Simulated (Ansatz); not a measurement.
Cell and atoms of amorphous Ti20O41Li2:

```xyz
63
Lattice="8.9598 0.1109 0.0527 0.1109 9.1254 -0.1319 0.0527 -0.1319 9.2996" Properties=species:S:1:pos:R:3 pbc="T T T"
Ti     2.6443     4.1862     7.2981
Ti     8.1577     7.4259     7.9176
Ti     5.6203     1.3364     2.5365
Ti     4.8175     3.2173    -0.0154
Ti     3.2627     7.8306     3.0066
Ti     5.7144     8.2891     5.0484
Ti     7.7285     1.2759     9.1573
Ti     5.7469     5.5289     3.2002
Ti     4.9228     8.8805     7.7414
Ti     7.3840     5.0142     0.2897
Ti     8.3349     4.4487     6.0380
Ti     1.8431     1.8844     3.9402
Ti     5.1162     2.7569     5.4290
Ti     1.4186     0.6017     7.3419
Ti     8.7545     7.3667     4.3333
Ti     2.4633     6.9203     5.9998
Ti     8.0817     1.5563     5.4947
Ti     0.9344     8.6490     1.3110
Ti     1.4567     3.0784     0.7539
Ti     3.7744     6.2911     0.2772
O      4.6653     7.6274     9.1588
O      2.2947     7.3678     1.2701
O      4.4278     3.4964     7.0672
O      6.9440     4.8448     2.0375
O      0.1241     2.6613     4.4823
O      2.8606     6.0029     7.8849
O      5.3422     4.3906     4.5495
O      2.0135     0.3755     2.7793
O      7.0406     3.0678     6.1526
O      0.8584     3.9455     6.8846
O      2.0798     2.0652     8.1214
O      6.8954     0.7941     1.4350
O      1.8236     3.2197     2.5517
O      4.2236     6.2134     2.3052
O      1.2343     0.7532     5.4797
O      5.4187     5.0471     9.1430
O      7.7378     8.8387     5.0540
O      5.2150     0.7488     6.1337
O      4.6834     1.3177     8.7605
O      4.7640     8.9717     2.9543
O      8.7966     8.0814     2.5727
O      3.0356     4.1213     0.0805
O      3.9096     7.5437     4.7814
O      4.8068     2.8193     1.7596
O      6.6178     6.9448     3.9254
O      7.8882     6.7835     0.2345
O      0.1960     4.2420     0.3945
O      6.3884     1.8211     4.1003
O      5.6794     7.3635     6.5708
O      6.9722     8.8562     8.1503
O      1.7151     7.0742     4.0495
O      3.0678     8.5383     7.1205
O      7.5753     5.5724     7.3038
O      0.5858     8.4352     8.6663
O      0.3630     1.4877     0.8671
O      8.6889     5.5124     4.5610
O      8.5424     1.3959     7.3506
O      2.7018     5.1397     5.6196
O      0.5893     7.2651     6.3317
O      6.8794     2.9296     9.0562
O      3.4447     2.3129     4.6599
Li     1.6219     4.9416     3.8390
Li     5.6038     5.4613     7.1339
```

The numbers are results of PBE, scalar-relativistic without spin-orbit coupling (plane waves to 420 eV, PAW; Ansatz, a quantum-chemistry and plane-wave program), not measurements.

A CHGNet melt-quench gave the starting glass, which DFT then relaxed. O atoms were pushed apart under 1.9 Å during the dynamics, to hinder bonds among them. The hot cell started wider than the set density and was brought back towards it in steps. It is the lowest in DFT energy of 2 quenches. It is a model cell: composition and starting density were chosen by hand, and all elements were melted together. No dispersion term was used. Its density started from a set value of 3.56 and ended at 3.56 g/cm³. The simulated quench (nominally 240 K/ps over its main leg) is rapid and tends to freeze in more defects than a deposited or slowly cooled glass has. Values belong to this one cell and scatter from quench to quench. The volume was held where the preparation left it and the shape relaxed, at a PBE pressure of -0.9 GPa (tension). Stress components on the final sampling reach 1.0 GPa. On a 2×2×2 Γ-centred mesh force components of up to 0.14 eV/Å stay, since the relaxation ran on the zone centre alone.

Bonds are counted up to Ti-Ti 3.12 Å, Ti-O 2.58 Å, Ti-Li 2.99 Å, O-O 1.58 Å, O-Li 2.33 Å, Li-Li 2.86 Å. Two cations that share two anions don't count as bonded, nor two that share one unless they lie closer than Ti-Ti 3.04 Å, Ti-Li 2.91 Å, Li-Li 2.78 Å.

**Question.** Give the coordination numbers, mean bond lengths and angles.

**Answer.** 
```json
{
  "Mean coordination of Ti by anions": "5.50 (2 with 4, 6 with 5, 12 with 6)",
  "Mean coordination of O": "2.88 (11 with 2, 24 with 3, 6 with 4)",
  "Mean coordination of Li by anions": "4.00 (2 with 4)",
  "Mean Ti-O bond": "1.978 Å (spread 0.154 Å, 110 counted)",
  "Mean O-Li bond": "2.097 Å (spread 0.095 Å, 8 counted)",
  "Bond angle at Ti": "mean 104.7°, spread 27.4°",
  "Bond angle at O": "mean 117.3°, spread 19.5°",
  "Bond angle at Li": "mean 107.4°, spread 24.5°"
}
```

**Question.** List the pairs of like atoms that count as bonded by the rules above.

**Answer.** There are none by these rules.
